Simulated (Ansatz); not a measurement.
```xyz
2
Lattice="11.0000 0.0000 0.0000 0.0000 11.0000 0.0000 0.0000 0.0000 4.4592" Properties=species:S:1:pos:R:3 pbc="T T T"
Mg     5.5000     5.5000     0.0000
S      5.5000     5.5000     2.2296
```

All values below come from PBE (plane waves to 420 eV, PAW; Ansatz, an electronic-structure program). Mesh 1×1×66. No spin polarisation. Isolated but for its images some 11 Å away. A hypothetical model. Symmetry and one short period hold its shape; lower forms weren't sought. Pairing along the axis, which can open a gap, is among the distortions not tried.

Problem. Tabulate the two highest filled and two lowest empty levels along the axis, from the valence top.

Solution. 
```csv
k (2π/c),v2 (eV),v1 (eV),c1 (eV),c2 (eV)
0.000,-0.32,-0.32,2.85,–
0.042,-0.32,-0.32,2.89,–
0.083,-0.30,-0.30,3.01,–
0.125,-0.28,-0.28,3.19,–
0.167,-0.25,-0.25,3.43,–
0.208,-0.21,-0.21,3.69,–
0.250,-0.17,-0.17,3.98,–
0.292,-0.13,-0.13,4.27,–
0.333,-0.09,-0.09,4.56,–
0.375,-0.05,-0.05,–,–
0.417,-0.03,-0.03,–,–
0.458,-0.01,-0.01,4.66,4.66
0.500,0.00,0.00,4.64,4.64
```
A dash stands for levels within 1 eV of the vacuum level or above it.
